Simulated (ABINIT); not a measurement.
A self-consistent single point of KTeOF₃ (P2_1, 12 atoms in the cell) with ABINIT.

Level of theory: PBEsol, norm-conserving pseudopotentials (PseudoDojo nc-sr-04 PBEsol standard) (plane waves; ABINIT).

```yaml
crystal:
  lattice:
    - [5.47863, 0.00000, 0.00000]
    - [0.00000, 5.88834, 0.00000]
    - [-2.54948, 0.00000, 7.73527]
  atoms:
    - { symbol: K, position: [0.67726, 0.59839, 0.30891] }
    - { symbol: K, position: [0.32274, 0.09839, 0.69109] }
    - { symbol: Te, position: [0.14080, 0.11786, 0.20625] }
    - { symbol: Te, position: [0.85920, 0.61786, 0.79375] }
    - { symbol: O, position: [0.41321, 0.21199, 0.38391] }
    - { symbol: O, position: [0.58679, 0.71199, 0.61609] }
    - { symbol: F, position: [0.34357, 0.15182, 0.03706] }
    - { symbol: F, position: [0.65643, 0.65182, 0.96294] }
    - { symbol: F, position: [0.79158, 0.29326, 0.81452] }
    - { symbol: F, position: [0.20842, 0.79326, 0.18548] }
    - { symbol: F, position: [0.04037, 0.49369, 0.62700] }
    - { symbol: F, position: [0.95963, 0.99369, 0.37300] }
```

Reference input (self-consistent single point, DFT, PBEsol, plane waves, norm-conserving pseudopotentials (PseudoDojo nc-sr-04 PBEsol standard)): pseudos = [K.upf, Te.upf, O.upf, F.upf]; ecut = 84 Ry; occopt = 3; tsmear = 0.00183747 Ha; ngkpt = 3 3 2; nshiftk = 1; shiftk = 0.5 0.5 0.5; potentials = PseudoDojo nc-sr-04 PBEsol standard; nband = 65; kptopt = 1; nstep = 80; toldfe = 1e-09 Ha. This run's input differs from it in these lines:

```diff
@@ -25,3 +25,3 @@
          8.1381058862   11.0571363506    5.4523466158
-ecut 84 Ry
+ecut 58 Ry
 occopt 3
```

Output, abridged:

```
--- !BeginCycle
solver: {iscf: 7, nstep: 80, nline: 4, wfoptalg: 0, }
tolerances: {toldfe: 1.00E-09, }
...

     iter   Etot(hartree)      deltaE(h)  residm     vres2
 ETOT  1  -447.73469205834    -4.477E+02 4.400E-01 3.366E+03
 ETOT  2  -448.98484893325    -1.250E+00 9.128E-03 2.480E+03
 ETOT  3  -449.49823971683    -5.134E-01 6.410E-03 1.159E+03
 ETOT  4  -449.63621435700    -1.380E-01 4.160E-03 2.313E+02
 ETOT  5  -449.65001485891    -1.380E-02 1.654E-03 4.040E+01
   [... 9 lines left out ...]
 ETOT 15  -449.65713565932    -1.197E-08 4.876E-05 3.363E-05
 ETOT 16  -449.65713566242    -3.098E-09 6.083E-05 2.723E-06
 ETOT 17  -449.65713566277    -3.536E-10 3.177E-05 1.397E-06
 ETOT 18  -449.65713566284    -6.372E-11 3.844E-05 2.110E-07
 At SCF step   18, etot is converged :
  for the second time, diff in etot=  6.372E-11 < toldfe=  1.000E-09

 Cartesian components of stress tensor (hartree/bohr^3)
  sigma(1 1)=  5.23502582E-04  sigma(3 2)=  0.00000000E+00
  sigma(2 2)=  5.32454119E-04  sigma(3 1)= -3.64545819E-06
  sigma(3 3)=  5.48132737E-04  sigma(2 1)=  0.00000000E+00

 ----iterations are completed or convergence reached----

 reduced coordinates (array xred) for   12 atoms
       0.677259997041      0.598389999571      0.308909998648
       0.322739998591      0.098389999571      0.691089996977
       0.140799999387      0.117859999485      0.206249999096
       0.859199996246      0.617859999485      0.793749996529
       0.413209998197      0.211989999075      0.383909998320
       0.586789997435      0.711989999075      0.616089997304
   [... lines left out ...]
 Fermi (or HOMO) energy (hartree) =   0.06493   Average Vxc (hartree)=  -0.29974
 Fermi (or HOMO) energy (eV) =   1.76683   Average Vxc (eV)=  -8.15623
   [... lines left out ...]
total_energy        : -4.49657135662836E+02
total_energy_eV     : -1.22357929239095E+04
band_energy         : -5.52767656588347E+01
...

-Cartesian components of stress tensor (GPa)         [Pressure= -1.5731E+01 GPa]
- sigma(1 1)=  1.54019751E+01  sigma(3 2)=  0.00000000E+00
- sigma(2 2)=  1.56653384E+01  sigma(3 1)= -1.07253065E-01
- sigma(3 3)=  1.61266192E+01  sigma(2 1)=  0.00000000E+00

 Calculation completed.
```

The run converged in 18 iterations. Against the reference run the free energy goes up by 222 meV/atom, the pressure goes from -1.69 to -15.73 GPa, the largest force moves little (0.693 to 0.696 eV/Å) and the gap on the mesh moves little (4.043 to 4.047 eV).

The starting cell comes from a database of computed structures (which also holds hypothetical and non-ambient phases and stackings), without a prior relaxation at this level. Spin-orbit coupling is off. At the lowered cutoff the pressure carries the error of an incomplete plane-wave basis. The shifted mesh does not hold Γ, so a gap read on it misses any band edge there.

Cost on one core of a shared machine: roughly 20 min.
